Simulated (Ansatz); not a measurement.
Consider C in the diamond structure (space group Fd-3m, No. 227; a = 3.532 Å). Axes: x, y, z lie along the cube axes.

The values are results of plane-wave PAW DFT at the LDA level (Ansatz, a quantum-chemistry and plane-wave program, 420 eV), no SOC, not measurements.

For the base:

Shortest interatomic distance: 152.9 pm

Modification: the cell is stretched by 1.00 % along z with no lateral relaxation; the atoms relax in the strained cell.

Q: What happens to the stress?

A: The stress (xx, yy, zz, yz, xz, xy; compression positive) is (-1.40, -1.40, -10.91, 0.00, 0.00, 0.00) GPa.

Q: What happens to the energy relative to the base?

A: The energy increases by 1.9 meV/atom.

Q: Predict the new shortest interatomic distance.

A: The shortest interatomic distance goes up by 0.5 pm (152.9 pm → 153.4 pm).

Stability against distortions was not tested.
